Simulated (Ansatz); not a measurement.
## Zr under a change: tensor shear ε_xy = −3.73 %

The reference is Zr in the hcp (Mg type) structure (space group P6_3/mmc, No. 194; a = 3.244 Å, c = 5.158 Å; relaxed with 0.1 eV smearing). Axes: x lies along a and z along c of the hexagonal cell.

One thing is altered: a pure shear with ε_xy = ε_yx = -0.0373, atoms relaxed at fixed cell.

Computed with plane-wave PAW DFT at the r2SCAN level (Ansatz, a first-principles code, 500 eV), no SOC, earlier PAW set. k-mesh 20×20×11 (Γ-centred); smearing 0.1 eV (Fermi–Dirac).

```tsv
quantity	base	changed	shift
volume per atom	23.51 Å³	23.48 Å³	-0.03 Å³
space group	P6_3/mmc (No. 194)	P2_1/m (No. 11)	–
energy relative to the base (free energy F)	0 meV/atom	+15 meV/atom	+15 meV/atom
band gap	zero	zero	–
largest internal atomic displacement	–	0.071 Å	–
stress (xx, yy, zz, yz, xz, xy; compression positive)	–	(0.1, 0.5, -0.5, 0.0, 0.0, 2.8) GPa	–
```

Final structure:

```yaml
crystal:
  lattice:
    - [3.24436, -0.12101, 0.00000]
    - [-1.72698, 2.87020, 0.00000]
    - [0.00000, 0.00000, 5.15838]
  atoms:
    - { symbol: Zr, position: [0.35487, 0.66601, 0.75000] }
    - { symbol: Zr, position: [0.64513, 0.33399, 0.25000] }
```

Cost of the whole job for the changed cell (relaxation, final SCF and bands): around 14 core-minutes (rough).

The cells carry an imposed strain or load. No phonon test of stability was made. The final runs are not spin-polarised.
